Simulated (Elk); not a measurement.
# Input and output of a self-consistent single point for GaN (F-43m, 2 atoms in the cell) (Elk)

Method: PBE, all-electron FP-LAPW, Elk's shipped species files, APW+lo basis with extra local orbitals (Elk).

This input was run:

```
tasks
  0

xctype
  20

rgkmax
  8.0

gmaxvr
  16.0

nxlo
  2

lorbcnd
  .true.

rmtscf
  0.82

lmaxi
  2

stype
  3

swidth
  0.000367493

avec
    0.0000000000    4.2707810417    4.2707810417
    4.2707810417    0.0000000000    4.2707810417
    4.2707810417    4.2707810417    0.0000000000

atoms
  2   : nspecies
  'Ga.in'   : spfname
  1   : natoms; atposl, bfcmt below
  0.0000000000  0.0000000000  0.0000000000    0.0 0.0 0.0
  'N.in'   : spfname
  1   : natoms; atposl, bfcmt below
  0.2500000000  0.2500000000  0.2500000000    0.0 0.0 0.0

ngridk
  13 13 13
```

Output, abridged:

```
│ Elk code version 10.2.4 │

All units are atomic (Hartree, Bohr, etc.)

│ Ground-state run starting from atomic densities │

Lattice vectors :
   0.000000000       4.270781042       4.270781042
   4.270781042       0.000000000       4.270781042
   4.270781042       4.270781042       0.000000000

Unit cell volume      :    155.7944256
Brillouin zone volume :    1.592163600

Muffin-tin inner radius fraction :   0.1000000000E-01

Nuclei treated as point charges

Species :    1 (Ga)
 parameters loaded from : Ga.in
 name : gallium
 nuclear charge    :   -31.00000000
 electronic charge :    31.00000000
 atomic mass :    127097.2538
 muffin-tin radius :    1.968000000
 number of radial points in muffin-tin :    497
 atomic positions (lattice), magnetic fields (Cartesian) :
   1 :   0.00000000  0.00000000  0.00000000    0.00000000  0.00000000  0.00000000

Species :    2 (N)
 parameters loaded from : N.in
 name : nitrogen
 nuclear charge    :   -7.000000000
 electronic charge :    7.000000000
 atomic mass :    25532.65214
 muffin-tin radius :    1.476000000
 number of radial points in muffin-tin :    297
 atomic positions (lattice), magnetic fields (Cartesian) :
   1 :   0.25000000  0.25000000  0.25000000    0.00000000  0.00000000  0.00000000

Total number of atoms per unit cell :    2

Spin treatment :
 spin-unpolarised

Number of Bravais lattice symmetries :   48
Number of crystal symmetries         :   24
Crystal has no inversion symmetry
Complex Hermitian eigensolver will be used

k-point grid :     13    13    13
k-point offset :    0.000000000       0.000000000       0.000000000
k-point set is reduced with full crystal symmetry group
Total number of k-points :      140

Muffin-tin radius times maximum |G+k| :    8.000000000
 using average radius
Maximum |G+k| for APW functions       :    4.645760743
Maximum (1/2)|G+k|²                   :    10.79154644
Maximum |G| for potential and density :    16.00000000
 potential will be trimmed for |G| > 2 gkmax
Constant for pseudocharge density :    8
Radial integration step length :    4

G-vector grid sizes :     32    32    32
Number of G-vectors :    10849

Maximum angular momentum used for
 APW functions                      :    8
 outer part of muffin-tin           :    6
 inner part of muffin-tin           :    2

Total nuclear charge    :   -38.00000000
Total core charge       :    20.00000000
Total valence charge    :    18.00000000
Total excess charge     :    0.000000000
Total electronic charge :    38.00000000

Effective Wigner radius, rₛ :   0.9928719378

Number of empty states         :    8
Total number of valence states :   17
Total number of core states    :   20

Conduction state local-orbitals added automatically
Total number of local-orbitals :  145

Exchange-correlation functional :     20     0     0
 Perdew-Burke-Ernzerhof, Phys. Rev. Lett. 77, 3865 (1996)
 gradient requirement :    1
 generalised gradient approximation (GGA)

Smearing type :    3
 Fermi-Dirac
Smearing width :   0.3674930000E-03
Effective electronic temperature (K) :    116.0451112

Mixing type :    3
 Broyden mixing, J. Phys. A: Math. Gen. 17, L317 (1984)

Kohn-Sham potential initialised from atomic data

│ Self-consistent loop started │
│ Loop number : 1 │
 total energy                :     -2000.55537628
│ Loop number : 2 │
 total energy                :     -2000.60066595
RMS change in Kohn-Sham potential (target) :    1.704706909     (  0.1000000000E-05)
Absolute change in total energy (target)   :   0.4528967411E-01 (  0.1000000000E-03)
│ Loop number : 3 │
 total energy                :     -2000.45504068
RMS change in Kohn-Sham potential (target) :    1.666631589     (  0.1000000000E-05)
Absolute change in total energy (target)   :   0.1343028552     (  0.1000000000E-03)
│ Loop number : 4 │
 total energy                :     -1999.74637769
RMS change in Kohn-Sham potential (target) :   0.7523109787     (  0.1000000000E-05)
Absolute change in total energy (target)   :   0.7422387033     (  0.1000000000E-03)
│ Loop number : 5 │
 total energy                :     -1999.14251371
RMS change in Kohn-Sham potential (target) :   0.2278584409     (  0.1000000000E-05)
Absolute change in total energy (target)   :   0.7894236545     (  0.1000000000E-03)
│ Loop number : 6 │
 total energy                :     -1999.00682982
RMS change in Kohn-Sham potential (target) :   0.5363791322E-01 (  0.1000000000E-05)
Absolute change in total energy (target)   :   0.3330397987     (  0.1000000000E-03)
│ Loop number : 7 │
 total energy                :     -1998.98632359
RMS change in Kohn-Sham potential (target) :   0.1552465118E-01 (  0.1000000000E-05)
Absolute change in total energy (target)   :   0.1037661823     (  0.1000000000E-03)
│ Loop number : 8 │
 total energy                :     -1999.01273841
RMS change in Kohn-Sham potential (target) :   0.1061977568E-02 (  0.1000000000E-05)
Absolute change in total energy (target)   :   0.4732749803E-03 (  0.1000000000E-03)
│ Loop number : 9 │
 total energy                :     -1999.01611902
RMS change in Kohn-Sham potential (target) :   0.1484692563E-02 (  0.1000000000E-05)
Absolute change in total energy (target)   :   0.3498925575E-02 (  0.1000000000E-03)
│ Loop number : 10 │
 total energy                :     -1999.01247921
RMS change in Kohn-Sham potential (target) :   0.8368552827E-03 (  0.1000000000E-05)
Absolute change in total energy (target)   :   0.2765076997E-02 (  0.1000000000E-03)
│ Loop number : 11 │
 total energy                :     -1999.00809762
RMS change in Kohn-Sham potential (target) :   0.2039539388E-03 (  0.1000000000E-05)
Absolute change in total energy (target)   :   0.5072860728E-02 (  0.1000000000E-03)
│ Loop number : 12 │
 total energy                :     -1999.00678053
RMS change in Kohn-Sham potential (target) :   0.9435329686E-05 (  0.1000000000E-05)
Absolute change in total energy (target)   :   0.2585303776E-02 (  0.1000000000E-03)
│ Loop number : 13 │
 total energy                :     -1999.00667703
RMS change in Kohn-Sham potential (target) :   0.3983064410E-05 (  0.1000000000E-05)
Absolute change in total energy (target)   :   0.7498269385E-03 (  0.1000000000E-03)
│ Loop number : 14 │
 total energy                :     -1999.00662630
RMS change in Kohn-Sham potential (target) :   0.1130302432E-05 (  0.1000000000E-05)
Absolute change in total energy (target)   :   0.2381797694E-03 (  0.1000000000E-03)
│ Loop number : 15 │
 total energy                :     -1999.00661786
RMS change in Kohn-Sham potential (target) :   0.2471933730E-06 (  0.1000000000E-05)
Absolute change in total energy (target)   :   0.6798937466E-04 (  0.1000000000E-03)
Convergence targets achieved

│ Loop number : 16 │

Energies :
 Fermi                       :     0.251823017872
 sum of eigenvalues          :     -1140.20483046
 electron kinetic            :      2037.18469256
 core electron kinetic       :      1892.08207125
 Coulomb                     :     -3953.47288951
 Coulomb potential           :     -3069.99404392
 nuclear-nuclear             :     -253.738353022
 electron-nuclear            :     -4329.47502906
 Hartree                     :      629.740492572
 Madelung                    :     -2418.47586755
 xc potential                :     -107.395479097
 exchange                    :     -80.9792487802
 correlation                 :     -1.73916996892
 electron entropic           :    -0.670874188225E-12
 total energy                :     -1999.00661570

Density of states at Fermi energy :   0.2729147806E-06
 (states/Hartree/unit cell)

Estimated indirect band gap :   0.6075431514E-01
 from k-point      1 to k-point      1
Estimated direct band gap   :   0.6075431514E-01
 at k-point      1

Charges :
 core                        :    20.00000000
 valence                     :    18.00000000
 interstitial                :    3.644466042
 muffin-tins (core leakage)
  species :    1 (Ga)
   atom    1                 :    28.80262261     (  0.7358654838E-02)
  species :    2 (N)
   atom    1                 :    5.552911350     (  0.5507613789E-05)
 total in muffin-tins        :    34.35553396
 total calculated charge     :    37.98813954
 total charge                :    38.00000000
 error                       :   0.1186046395E-01

│ Self-consistent loop stopped │
```

The run converged in 16 iterations. The count includes the last loop, which Elk runs after its targets are met.

The starting cell has typed, rounded lattice constants, without a prior relaxation at this level. Values depend on the basis (sphere radii, cutoffs, local orbitals), which need not be converged.

Cost on one core of a shared machine: roughly 3 min.
